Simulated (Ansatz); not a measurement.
Base system: Au in the hcp (Mg type) structure (space group P6_3/mmc, No. 194).

```
Au
1.0
    2.86214     0.00000     0.00000
   -1.43107     2.47868     0.00000
    0.00000     0.00000     4.80237
Au
2
Direct
  0.33333   0.66667   0.25000
  0.66667   0.33333   0.75000
```

Computed with PBEsol/PAW in Ansatz (a quantum-chemistry and plane-wave program), without spin-orbit coupling.

One change was made to it. Results:

```csv
quantity,base,after
c/a ratio,1.678,1.677
shortest interatomic distance,5.409 bohr,5.395 bohr
```

Problem. Name the change that was made.
(A) pressure 1.5 GPa
(B) pressure −1 GPa
(C) pressure 5 GPa
(D) pressure 7.5 GPa

Solution. A, pressure 1.5 GPa. For comparison, the shortest interatomic distance in the other runs: pressure −1 GPa gives 5.418 bohr; pressure 7.5 GPa gives 5.345 bohr; pressure 5 GPa gives 5.364 bohr.

Load acts through the strain it causes; cell and atoms are relaxed under it. No phonon test of stability was made. No other phases were tried under pressure. The base started in Cmcm and relaxed to P6_3/mmc at this level. This is not the structure that Au has at room temperature and ambient pressure.
